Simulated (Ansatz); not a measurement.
**GaN: response to strain**

Take GaN in the wurtzite structure (space group P6_3mc, No. 186; a = 3.152 Å, c = 5.138 Å) as the base.

Strains are applied to the cell and any free atomic positions relax.

The values are results of LDA (Ansatz, a first-principles code; PAW; 420 eV plane waves; no SOC), not measurements.

Notes on the quantities. pressure: mean of the normal stresses, compression positive.

| isotropic strain (%) | pressure (GPa) |
|---|---|
| 0 | 0.0 |
| 0.6 | -3.5 |
| 1.2 | -6.7 |
| 2.4 | ? |
| 3 | -14.8 |

Task: Fit P = P₀ − Bδ + Cδ² with δ = (1 + ε)³ − 1 to the rows shown and predict the withheld row.

Result: Least squares on the printed values gives P₀ = 0.0 GPa, B = 200 GPa (at held cell shape), C = 435 GPa (largest residual 0.0 GPa); this predicts -12.4 GPa, and the run gives -12.3 GPa, in agreement.

No phonon test of stability was made.
